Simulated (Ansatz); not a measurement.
Start from SiGe in the wurtzite structure (space group P6_3mc, No. 186; a = 3.900 Å, c = 6.443 Å; a model cell, its experimental status unchecked).

Now apply this change: cell and atoms relaxed at a pressure of 4.5 GPa.

Levels (all Ansatz, a quantum-chemistry and plane-wave program, PAW, earlier PAW set): PBEsol (420 eV, without spin-orbit coupling); r2SCAN (500 eV, scalar-relativistic without spin-orbit coupling); HSE06 (420 eV, spin-orbit coupling left out); PBEsol+SOC (420 eV, spin-orbit coupling included).

At the geometry relaxed with PBEsol, these levels gave the following band gaps, in shuffled order: (a) 0.20 eV, (b) 0.57 eV, (c) 0.88 eV, (d) 0.26 eV.

Question: Match each gap to its level.

Answer: (a) PBEsol+SOC; (b) r2SCAN; (c) HSE06; (d) PBEsol.

Single points use the geometry relaxed with PBEsol. HSE06 gaps are upper bounds (no full band path). The spin-orbit shifts are approximate. Load acts through the strain it causes; cell and atoms are relaxed under it. Whether these cells are dynamically stable was not tested. A zero or small gap of SiGe under pressure 4.5 GPa can be the functional's error rather than a property of the material.
